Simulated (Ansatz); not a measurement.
Data:

```xyz
2
Lattice="0.0000 2.8134 2.8134 2.7654 0.0000 2.8134 2.7654 2.8134 0.0000" Properties=species:S:1:pos:R:3 pbc="T T T"
Te     4.1481     4.2200     4.2200
Be     0.0000     0.0000     0.0000
```

No spin polarisation.

Method: PBEsol in Ansatz (plane waves to 420 eV, PAW, no spin-orbit coupling). k-mesh 10×10×10 (Γ-centred); smearing 0.05 eV (Fermi–Dirac).

Problem. What gap character does the calculation give?

Solution. Indirect, Γ → M.

Problem. What is the computed valence-band top at Γ (three highest levels, from the VBM)?

Solution. 0.00, -0.09, -0.09 eV.

Problem. Estimate the hole mass.

Solution. 0.20 mₑ along x, 0.32 mₑ across (at Γ).

Spin-orbit coupling, missing from the scalar runs, can matter with Te. Load acts through the strain it causes; cell and atoms are relaxed under it. Effective masses come from finite differences of ±0.01 Å⁻¹. Stability under load was not tested beyond the relaxation. The cell was made from BeTe in the zinc blende structure (space group F-43m, No. 216) by this change: uniaxial stress, 1 GPa compression along x.

Ansatz is a first-principles code.
